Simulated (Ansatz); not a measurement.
# MoSi2: transverse stress against strain

MoSi2 (MoSi2 type, I4/mmm, 13.267 Å³/atom and stress up to 0.01 GPa in the relaxed cell, c along z) under a strain ε along a (axis x), the other axes held. PBEsol in Ansatz, a plane-wave DFT program (PAW, default set), 420 eV, 25×25×25 Γ-centred mesh, Fermi-Dirac smearing 0.10 eV; ions are relaxed, or left where forces stay under 0.02 eV/Å, within the symmetry of each cell. Stress is positive for a compressed cell.

Here s stands for strain and y for stress zz.

| strain (%) | stress zz (GPa) |
|---|---|
| -1.50 | 1.53 |
| -1.00 | 1.00 |
| -0.50 | 0.49 |
| 0.00 | -0.01 |
| 0.50 | -0.48 |
| 1.00 | -0.94 |
| 1.50 | -1.38 |
| 3.00 | ? |

**Question.** Using a straight line, estimate the missing y at s = 3.00 from the other rows, showing the fit.

**Answer.** Means: s 0, y 0.030. About the means, the sum of products is -6.7900 and the sum of squares of s is 7.0000; the slope is their ratio. Least squares gives y = 0.030 - 0.9700·s. Residuals (row less fit): 0.045, 0.000, -0.025, -0.040, -0.025, 0.000, 0.045; standard error 0.037 (degrees of freedom: 5). The slope gives the elastic constant C13 = about 97 GPa. At the withheld row, y = 0.030 - 0.9700 × 3.0 = -2.880 GPa. The calculation gives -2.60 GPa, 0.280 GPa above the prediction (6.8 % of the range of y in the table). The row lies outside the fitted rows, so this is an extrapolation. From the scatter of the fitted rows alone, a prediction at this place has a standard error of 0.058 GPa, so the miss is 4.8 times that.

A polynomial of degree 2 through the 12 other runs of the series gives -2.58 there, so most of the miss is curvature that the fit leaves out. In a metal these values are sensitive to mesh and smearing; energies are taken to zero smearing, stresses follow the free energy. Rows are the converged runs of the series near zero and its far end; series whose fitted rows scatter by over a few per cent of the range, as at a crossing or softening among them, aren't shown in this form, nor equations of state whose B0' disagrees with the runs' pressures. Most that stay on the fit to the last digits aren't either.
